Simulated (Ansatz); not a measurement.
Base system: ZnSe in the zinc blende structure (space group F-43m, No. 216).

```yaml
crystal:
  lattice:
    - [0.00000, 2.83273, 2.83273]
    - [2.83273, 0.00000, 2.83273]
    - [2.83273, 2.83273, 0.00000]
  atoms:
    - { symbol: Se, position: [0.75000, 0.75000, 0.75000] }
    - { symbol: Zn, position: [0.00000, 0.00000, 0.00000] }
```

Cartesian axes are those of the cell as printed.

Computed with DFT with r2SCAN, PAW potentials and a 500 eV plane-wave cutoff in Ansatz (a first-principles code), spin-orbit coupling left out.

For the base:

```
Item       Result
--------  -------
Band gap  1.87 eV
```

Now apply this change: the symmetric strain tensor [-0.0091 0.0029 -0.0041; 0.0029 -0.0117 0.0212; -0.0041 0.0212 0.0080], atoms relaxed at fixed cell.

**Question.** Predict the new largest internal atomic displacement, band gap and energy relative to the base.

**Answer.** The largest internal atomic displacement comes out as 0.022 Å; the band gap decreases by 0.10 eV, from 1.87 eV to 1.77 eV; the energy increases by 7.0 meV/atom.

No phonon test of stability was made.
